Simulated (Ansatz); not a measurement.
**Ta2O5 (C2/m, No. 12, 7 atoms in the cell; start mp-1218141)**

Calculation: r²SCAN in Ansatz (plane waves, PAW).

Run with plane-wave cutoff 560 eV, 10×10×10 k mesh, Fermi–Dirac smearing 0.01 eV, scalar-relativistic PAW data made under PBE.

Cell (relaxed with PBE-D3(BJ)):

Ta2O5 is modelled in the monoclinic space group C2/m (No. 12), Pearson symbol mS14. Lattice parameters: a = 13.0672 Å, b = 3.8500 Å, c = 3.8924 Å, α = γ = 90.00°, β = 90.31°. Ta on 4i has 5 O at 1.871–2.022 Å and 1 O at 2.215 Å. O1 on 4i has 1 Ta at 1.871 Å and 1 Ta at 2.022 Å (linear). O2 on 4i is coordinated by 2 Ta at 1.995 Å and 1 Ta at 2.215 Å. O3 on 2c is coordinated by 2 Ta at 1.907 Å (linear). (Neighbours: up to the widest gap in distance over summed covalent radii, below 1.35, at either atom; cation-cation and far metal-metal contacts left out.)
(The calculation used a cell of 7 atoms; values per cell refer to that cell.)

For Ta2O5 (C2/m, No. 12, 7 atoms in the cell; start mp-1218141), the band gap comes out as 2.78 eV and the smallest direct gap on the k points sampled comes out as 3.57 eV.

Note: cell and atoms aren't relaxed at this level (largest force component 0.14 eV/Å, pressure -3.0 GPa).

Spin–orbit coupling is not included.

Computed values are for the static lattice.

A start named mp-… is a Materials Project structure, which need not be a measured phase.

Ansatz is a first-principles code.
